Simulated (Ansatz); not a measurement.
# TiC under load (space group R-3m): band-structure transport figures

Given:

```
TiC
1.0
    0.00798     2.15242     2.15242
    2.15242     0.00798     2.15242
    2.15242     2.15242     0.00798
Ti C
1 1
Direct
  0.00000   0.00000   0.00000
  0.50000   0.50000   0.50000
```

These are PBEsol, rigid bands (plane waves, PAW, scalar-relativistic; Ansatz, a first-principles code) values and carry that method's errors. Condition of this run: uniaxial stress along [111] of -2 GPa (compression positive) (the target of the relaxation). Geometry: cell and atoms relaxed with PBEsol, then loaded as said.

- density of states at the Fermi level: 0.289 states/(eV·cell), both spins
- bare Sommerfeld coefficient: 0.34 mJ/(mol of atoms·K²)
- Drude plasma energy: 3.6 eV
- root-mean-square Fermi velocity: 5.9e5 m/s
- resistivity times τ: 38 ×10⁻²² Ω·m·s

A metal at this level (no band gap); rigid bands, thermally averaged at 300 K, both spins. Spin-orbit coupling is left out. τ is one relaxation time for all states.
